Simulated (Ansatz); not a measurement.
The reference is SnO2 in the rutile structure (space group P4_2/mnm, No. 136; a = 4.7692 Å, c = 3.2120 Å). Axes: x, y, z lie along a, b, c of the conventional cell.

Computed with PBEsol/PAW in Ansatz (a quantum-chemistry and plane-wave program), no SOC.

Base values:

| Property | Value |
|---|---|
| Electron mass | 0.17 mₑ along c, 0.19 mₑ across (at Γ) |
| Pressure | 0.00 GPa |
| Band gap | 0.92 eV |

The change: tensor shear ε_yz = +3.83 % (engineering shear γ = 0.0766), atoms relaxed at fixed cell.

Question: What happens to the electron mass, pressure, band gap and energy relative to the base?

Answer: The electron mass goes from 0.17 mₑ along c, 0.19 mₑ across (at Γ) to 0.17 mₑ along z, 0.19 mₑ across (at Γ); the pressure (mean of the normal stresses, compression positive) goes from zero to 0.37 GPa; the band gap decreases by 0.024 eV, from 0.92 eV to 0.89 eV; the energy grows by 20 meV/atom.

The cells carry an imposed strain or load. Masses are band curvatures over ±0.01 Å⁻¹ around the edge. Whether these cells are dynamically stable was not tested.
